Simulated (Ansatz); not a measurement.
The starting structures come from a database of crystals and need not be the phases stable at ambient conditions.

 Where the default PAW files enter, the runs use the earlier of Ansatz's two default sets.

The decay constant κ of evanescent states in the gap governs leakage through a thin film.

```yaml
crystal:
  lattice:
    - [4.53992, 0.00000, 0.00000]
    - [0.00000, 7.49539, 0.00000]
    - [0.00000, 0.00000, 4.53992]
  atoms:
    - { symbol: Ba, position: [0.50000, 0.19162, 0.00000] }
    - { symbol: Ba, position: [0.00000, 0.80838, 0.50000] }
    - { symbol: Br, position: [0.00000, 0.35039, 0.50000] }
    - { symbol: Br, position: [0.50000, 0.64961, 0.00000] }
    - { symbol: F, position: [0.50000, 0.00000, 0.50000] }
    - { symbol: F, position: [0.00000, 0.00000, 0.00000] }
```

Space group of this cell: P4/nmm. The cell is taken as given; by r2SCAN its mean pressure is -0.5 GPa.

Transport runs along the normal of the first two printed cell vectors, the (100) plane of the conventional cell.

The gap is the functional's own, uncorrected, and κ follows it; spin-orbit coupling is left out. Mid-gap values are interpolated between the computed energies.

Compute, with r2SCAN run with Ansatz (a program for electronic structure), the band gap and the smallest decay constant κ at mid-gap.

Gap 5.39 eV on a 8×4×8 mesh; κ = 0.382 1/Å, at the zone centre.
